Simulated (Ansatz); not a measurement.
# InP, response to strain

Base system: InP in the zinc blende structure (space group F-43m, No. 216; a = 5.907 Å).

Strains are applied to the cell and any free atomic positions relax.

The values are results of r2SCAN in Ansatz (plane waves to 500 eV, PAW, spin-orbit coupling left out), not measurements.

Notes on the quantities. energy relative to the base: free energy F.

| case | shortest interatomic distance | band gap | pressure | energy relative to the base |
|---|---|---|---|---|
| base | 255.8 pm | 1.03 eV | 0.00 GPa | 0 meV/atom |
| isotropic strain +0.50 % | 257.1 pm | 0.94 eV | -0.99 GPa | +1.2 meV/atom |
| isotropic strain +1.00 % | 258.3 pm | 0.85 eV | -1.90 GPa | +4.8 meV/atom |
| isotropic strain +1.50 % | 259.6 pm | 0.77 eV | -2.75 GPa | +11 meV/atom |
| isotropic strain +2.00 % | 260.9 pm | 0.68 eV | -3.54 GPa | +18 meV/atom |
| isotropic strain +2.50 % | 262.2 pm | 0.60 eV | -4.27 GPa | +28 meV/atom |
| isotropic strain +3.00 % | 263.5 pm | 0.51 eV | -4.94 GPa | +40 meV/atom |

Whether these cells are dynamically stable was not tested.

Ansatz is a quantum-chemistry and plane-wave program.
